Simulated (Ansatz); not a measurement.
The reference is InAs in the zinc blende structure (space group F-43m, No. 216; a = 6.186 Å).

The change: cell and atoms relaxed at a pressure of 18 GPa.

Levels (all Ansatz, an electronic-structure program, PAW): PBE (420 eV, spin-orbit coupling left out); r2SCAN (500 eV, without spin-orbit coupling); HSE06 (420 eV, no spin-orbit coupling); PBE+SOC (420 eV, spin-orbit coupling included).

At the geometry relaxed with PBE, these levels gave the following band gaps, in shuffled order: (a) 0.46 eV, (b) 1.08 eV, (c) 1.42 eV, (d) 0.58 eV.

Question: Match each gap to its level.

Answer: (a) PBE+SOC; (b) r2SCAN; (c) HSE06; (d) PBE.

Single points use the geometry relaxed with PBE. Differences between runs with and without spin-orbit coupling are approximate. Load acts through the strain it causes; cell and atoms are relaxed under it. No phonon test of stability was made. The runs without spin-orbit coupling are not spin-polarised. Measured, InAs leaves this structure (for rock salt) near 7 GPa (temperature not stated; as listed in Datta, Sujoy, Jana, Debnarayan, arXiv (2020)).
